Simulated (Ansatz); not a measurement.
Bulk modulus of WRu (P-6m2, No. 187; start mp-1219476) at several levels of theory

No measured value is used here.

```
level (code)     value (GPa)  cell (Å³/atom)
---------------  -----------  --------------
LDA (Ansatz)             341           14.27
PBEsol (Ansatz)          325           14.53
r²SCAN (Ansatz)            ?           14.72
```

Problem. Complete the blanks.

Solution. 
- r²SCAN (Ansatz, a quantum-chemistry and plane-wave program), value (GPa): 320

Density-functional levels without +SOC have no spin–orbit coupling. LDA, PBEsol, r²SCAN: the run has no spin polarisation, so it can have missed a magnetic state. LDA, PBEsol, r²SCAN: the bulk modulus is −V dP/dV from two relaxed cells at ±2 % in volume. LDA, PBEsol, r²SCAN: the relaxation could not lower the start's symmetry, so the cell can be a saddle point above a distorted one. Each level is taken at its own relaxed cell. Cutoffs differ between the levels. Ansatz's density-functional and Hartree–Fock values are scalar-relativistic unless marked +SOC, with PAW data made under PBE.

A start named mp-… is a Materials Project structure, which can be a computed phase never made.
